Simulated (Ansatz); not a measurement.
# One B atom on a Si site, 3x3x3 cubic cells, neutral, without spin

Geometry as solved with PBE, support functions at accuracy medium on the grid of 420 eV (Ansatz, a quantum-chemistry and plane-wave program).

```xyz
216
Lattice="16.41 0.00 0.00 0.00 16.41 0.00 0.00 0.00 16.41" Properties=species:S:1:pos:R:3 pbc="T T T"
Si     0.00     0.00     0.00
Si     1.37     1.37     1.37
Si     2.74     2.74     0.00
Si     4.11     4.11     1.38
Si     2.74     0.00     2.74
Si     4.11     1.38     4.11
Si     0.00     2.74     2.74
Si     1.38     4.11     4.11
Si     0.01     0.01     5.47
Si     1.39     1.39     6.83
Si     2.77     2.77     5.48
Si     4.16     4.16     6.82
Si     2.74     0.00     8.20
Si     4.11     1.37     9.57
Si     0.00     2.74     8.20
Si     1.37     4.11     9.57
Si     0.00     0.00    10.94
Si     1.37     1.37    12.31
Si     2.74     2.74    10.94
Si     4.11     4.11    12.30
Si     2.74     0.00    13.67
Si     4.11     1.37    15.04
Si     0.00     2.74    13.67
Si     1.37     4.11    15.04
Si     0.01     5.47     0.01
Si     1.39     6.83     1.39
Si     2.74     8.20     0.00
Si     4.11     9.57     1.37
Si     2.77     5.48     2.77
Si     4.16     6.82     4.16
Si     0.00     8.20     2.74
Si     1.37     9.57     4.11
Si     0.01     5.47     5.47
Si     1.38     6.84     6.84
Si     2.75     8.20     5.47
Si     4.16     9.51     6.85
Si     2.75     5.47     8.20
Si     4.16     6.85     9.52
Si     0.01     8.20     8.20
Si     1.38     9.57     9.57
Si     0.00     5.47    10.93
Si     1.39     6.84    12.29
Si     2.77     8.20    10.91
Si     4.11     9.57    12.30
Si     2.74     5.47    13.67
Si     4.11     6.84    15.04
Si     0.01     8.20    13.67
Si     1.37     9.57    15.04
Si     0.00    10.94     0.00
Si     1.37    12.31     1.37
Si     2.74    13.67     0.00
Si     4.11    15.04     1.37
Si     2.74    10.94     2.74
Si     4.11    12.30     4.11
Si     0.00    13.67     2.74
Si     1.37    15.04     4.11
Si     0.00    10.94     5.47
Si     1.39    12.29     6.84
Si     2.74    13.67     5.47
Si     4.11    15.04     6.84
Si     2.77    10.91     8.20
Si     4.11    12.30     9.57
Si     0.01    13.67     8.20
Si     1.37    15.04     9.57
Si     0.00    10.94    10.93
Si     1.37    12.31    12.31
Si     2.74    13.67    10.93
Si     4.11    15.04    12.31
Si     2.74    10.94    13.67
Si     4.11    12.30    15.04
Si     0.00    13.67    13.67
Si     1.37    15.04    15.04
Si     5.47     0.01     0.01
Si     6.84     1.39     1.39
Si     8.20     2.74     0.00
Si     9.57     4.11     1.37
Si     8.20     0.00     2.74
Si     9.57     1.37     4.11
Si     5.48     2.77     2.77
Si     6.82     4.16     4.16
Si     5.47     0.01     5.47
Si     6.84     1.38     6.84
Si     8.21     2.75     5.47
Si     9.52     4.16     6.85
Si     8.20     0.00     8.20
Si     9.57     1.38     9.57
Si     5.47     2.75     8.20
Si     6.85     4.16     9.52
Si     5.47     0.00    10.94
Si     6.84     1.39    12.29
Si     8.20     2.77    10.91
Si     9.57     4.11    12.30
Si     8.20     0.01    13.67
Si     9.57     1.37    15.04
Si     5.47     2.74    13.67
Si     6.84     4.11    15.04
Si     5.47     5.47     0.00
Si     6.84     6.84     1.38
Si     8.20     8.20     0.00
Si     9.57     9.57     1.38
Si     8.21     5.47     2.75
Si     9.52     6.85     4.16
Si     5.47     8.20     2.75
Si     6.85     9.51     4.16
Si     5.63     5.63     5.63
B      6.84     6.84     6.84
Si     8.04     8.04     5.63
Si     9.52     9.51     6.82
Si     8.04     5.63     8.04
Si     9.52     6.82     9.52
Si     5.63     8.04     8.04
Si     6.82     9.51     9.52
Si     5.47     5.47    10.92
Si     6.84     6.84    12.29
Si     8.21     8.20    10.92
Si     9.57     9.57    12.30
Si     8.20     5.47    13.67
Si     9.57     6.84    15.04
Si     5.47     8.20    13.67
Si     6.84     9.57    15.04
Si     5.47    10.94     0.00
Si     6.84    12.29     1.39
Si     8.20    13.67     0.01
Si     9.57    15.04     1.37
Si     8.20    10.91     2.77
Si     9.57    12.30     4.11
Si     5.47    13.67     2.74
Si     6.84    15.04     4.11
Si     5.47    10.92     5.47
Si     6.84    12.29     6.84
Si     8.20    13.67     5.47
Si     9.57    15.04     6.84
Si     8.20    10.92     8.20
Si     9.57    12.30     9.57
Si     5.47    13.67     8.20
Si     6.84    15.04     9.57
Si     5.48    10.91    10.91
Si     6.83    12.29    12.29
Si     8.20    13.67    10.93
Si     9.57    15.04    12.31
Si     8.20    10.94    13.67
Si     9.57    12.30    15.04
Si     5.47    13.67    13.67
Si     6.84    15.04    15.04
Si    10.94     0.00     0.00
Si    12.31     1.37     1.37
Si    13.67     2.74     0.00
Si    15.04     4.11     1.37
Si    13.67     0.00     2.74
Si    15.04     1.37     4.11
Si    10.94     2.74     2.74
Si    12.30     4.11     4.11
Si    10.94     0.00     5.47
Si    12.29     1.39     6.84
Si    13.67     2.74     5.47
Si    15.04     4.11     6.84
Si    13.67     0.01     8.20
Si    15.04     1.37     9.57
Si    10.91     2.77     8.20
Si    12.30     4.11     9.57
Si    10.94     0.00    10.93
Si    12.31     1.37    12.31
Si    13.67     2.74    10.93
Si    15.04     4.10    12.31
Si    13.67     0.00    13.67
Si    15.04     1.37    15.04
Si    10.94     2.74    13.67
Si    12.31     4.10    15.04
Si    10.94     5.47     0.00
Si    12.29     6.84     1.39
Si    13.67     8.20     0.01
Si    15.04     9.57     1.37
Si    13.67     5.47     2.74
Si    15.04     6.84     4.11
Si    10.91     8.20     2.77
Si    12.30     9.57     4.11
Si    10.92     5.47     5.47
Si    12.29     6.84     6.84
Si    13.67     8.20     5.47
Si    15.04     9.57     6.84
Si    13.67     5.47     8.20
Si    15.04     6.84     9.57
Si    10.92     8.20     8.20
Si    12.30     9.57     9.57
Si    10.91     5.48    10.91
Si    12.29     6.83    12.29
Si    13.67     8.20    10.93
Si    15.04     9.57    12.31
Si    13.67     5.47    13.67
Si    15.04     6.84    15.04
Si    10.94     8.20    13.67
Si    12.31     9.57    15.04
Si    10.94    10.93     0.00
Si    12.31    12.31     1.37
Si    13.67    13.67     0.00
Si    15.04    15.04     1.37
Si    13.67    10.93     2.74
Si    15.04    12.30     4.11
Si    10.94    13.67     2.74
Si    12.31    15.04     4.11
Si    10.91    10.91     5.48
Si    12.29    12.29     6.83
Si    13.67    13.67     5.47
Si    15.04    15.04     6.84
Si    13.67    10.94     8.20
Si    15.04    12.30     9.57
Si    10.94    13.67     8.20
Si    12.31    15.04     9.57
Si    10.94    10.94    10.94
Si    12.31    12.31    12.31
Si    13.67    13.67    10.94
Si    15.04    15.04    12.31
Si    13.67    10.94    13.67
Si    15.04    12.31    15.04
Si    10.94    13.67    13.67
Si    12.31    15.04    15.04
```
